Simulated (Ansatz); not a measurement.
Ansatz (a first-principles code) run on SrIn2 (P3m1, 6 atoms in the cell): relaxation of the atoms.

Method: LDA (PW92), default PAW files made with PBE (plane waves; Ansatz).

The change in words: one atom moved by 0.15 angstrom; relax: default → atoms; relax.f_tol: default → 0.005 eV/Å. Reference geometry:
```yaml
crystal:
  lattice:
    - [5.06967, 0.00000, 0.00000]
    - [-2.53484, 4.39046, 0.00000]
    - [0.00000, 0.00000, 8.15589]
  atoms:
    - { symbol: Sr, position: [0.00000, 0.00000, 0.75000] }
    - { symbol: Sr, position: [0.00000, 0.00000, 0.25000] }
    - { symbol: In, position: [0.33333, 0.66667, 0.95349] }
    - { symbol: In, position: [0.66667, 0.33333, 0.04651] }
    - { symbol: In, position: [0.66667, 0.33333, 0.45349] }
    - { symbol: In, position: [0.33333, 0.66667, 0.54651] }
```

Reference input (self-consistent single point, DFT, LDA (PW92), plane waves, default PAW files made with PBE): basis.ecutwfc = 420 eV; kpoints.mp_grid.grid = 8 8 4; hamiltonian.xc = lda; hamiltonian.pseudopotentials = {kind: paw} (the program's default PAW files); scf.occupations.method = gaussian; scf.occupations.width = 0.1 eV. This run's input differs from it in these lines:

```diff
@@ -6,3 +6,3 @@
   atoms:
-    - { symbol: Sr, position: [0.000000, 0.000000, 0.750000] }
+    - { symbol: Sr, position: [0.000000, 0.000000, 0.768392] }
     - { symbol: Sr, position: [0.000000, 0.000000, 0.250000] }
@@ -21,2 +21,4 @@
   occupations: { method: gaussian, width: 0.1 eV }
+relax:
+  f_tol: 0.005
 output:
```

The program printed (abridged):

```
   [... SCF lines of the steps left out ...]
relax step   1: F+E_penalty+E_count = -28720.46490129 eV  Δ(F+E_penalty+E_count) = +0.000e0 eV  max|allowed force component| = 5.070e-1 eV/Å  Δτ_max = 0.0000 Å  (7 SCF iters, dr2 threshold 6.25e-7 eV, accepted)
relax step   2: F+E_penalty+E_count = -28720.49674905 eV  Δ(F+E_penalty+E_count) = -3.185e-2 eV  max|allowed force component| = 1.793e-1 eV/Å  Δτ_max = 0.1396 Å  (6 SCF iters, dr2 threshold 1.61e-5 eV, accepted)
relax step   3: F+E_penalty+E_count = -28720.50300223 eV  Δ(F+E_penalty+E_count) = -6.253e-3 eV  max|allowed force component| = 4.741e-3 eV/Å  Δτ_max = 0.0395 Å  (6 SCF iters, dr2 threshold 2.01e-6 eV, accepted)
relax step   4: F+E_penalty+E_count = -28720.50300233 eV  Δ(F+E_penalty+E_count) = -1.061e-7 eV  max|allowed force component| = 4.764e-3 eV/Å  Δτ_max = 0.0000 Å  (4 SCF iters, accepted)
the relaxation is at rest under the 6 symmetry operations that the run kept from its start: a minimum is not shown …
Stability not checked: this state was not tested for a lower state beside it, because too few of the mixer's solves of this state at the end of the SCF gave a …
Free energy (F): -28720.503002 eV
Internal energy: -28720.496666 eV  (E = F + TS)
E sigma→0 (E₀):  -28720.499834 eV
Entropy (-TS):   -0.006336 eV (-1.056 meV/atom)
Fermi energy:    8.754021 eV
--- Forces (eV/Å), atoms counted from 1 ---
  atom   1  Sr     0.00000000    -0.00000000    -0.00060284
   [... lines left out ...]
    - { symbol: In, position: [0.3333333333333333, 0.6666666666666666, 0.9559452568636064] }
    - { symbol: In, position: [0.6666666666666666, 0.3333333333333333, 0.0500979399809049] }
    - { symbol: In, position: [0.6666666666666666, 0.3333333333333333, 0.45594931747028866] }
    - { symbol: In, position: [0.3333333333333333, 0.6666666666666666, 0.5500441781147921] }
```

The run converged. 

Summary of the result:
```
Property                                                  Value
-----------------------------------------------  --------------
Free energy E − TS (on the zero of these files)  -28720.5030 eV
Fermi level (on the code's own zero)                    8.75 eV
Pressure                                              -3.52 GPa
Largest force (vector length)                        0.005 eV/Å
Relaxation steps                                              4
```

The starting cell comes from a database of computed structures (which also holds hypothetical and non-ambient phases and stackings), without a prior relaxation at this level. Its lattice was rescaled by up to half a per cent. For this run, on top of that: one atom moved by 0.15 angstrom. The relaxation keeps the symmetry of its start, so its end need not be a minimum. Ansatz's pressure includes its estimate of the finite-basis (Pulay) stress.

Cost on one core of a shared machine: roughly 90 s.

Keys are those of Ansatz 0.2.
